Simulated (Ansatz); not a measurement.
CdGeAs2: isotropic strain +3.00 %

Take CdGeAs2 in the chalcopyrite structure (space group I-42d, No. 122; a = 5.942 Å, c = 11.312 Å) as the base.

It is then changed as follows: the cell is scaled by 1.0300 in all directions, atoms relaxed at fixed cell.

Calculations: PBEsol (Ansatz, a quantum-chemistry and plane-wave program; PAW; 420 eV plane waves; no SOC). Γ-centred 8×8×8 mesh, Fermi–Dirac width 0.05 eV.

- Volume per atom = 27.28 Å³ (base 24.96 Å³)
- Shortest interatomic distance = 2.516 Å (base 2.447 Å)
- Energy relative to the base (free energy F) = +34 meV/atom
- Pressure (mean of the normal stresses, compression positive) = -43.7 kbar (base 0.0 kbar)
- Band gap = 0.11 eV (uncertain: the Fermi level lies in a band; both cells) (base 0.13 eV)

Cost of the whole job for the changed cell (relaxation, final SCF and bands): around 7 core-minutes (rough).

Whether these cells are dynamically stable was not tested. The zero or small gap of CdGeAs2 can change with the level of theory.
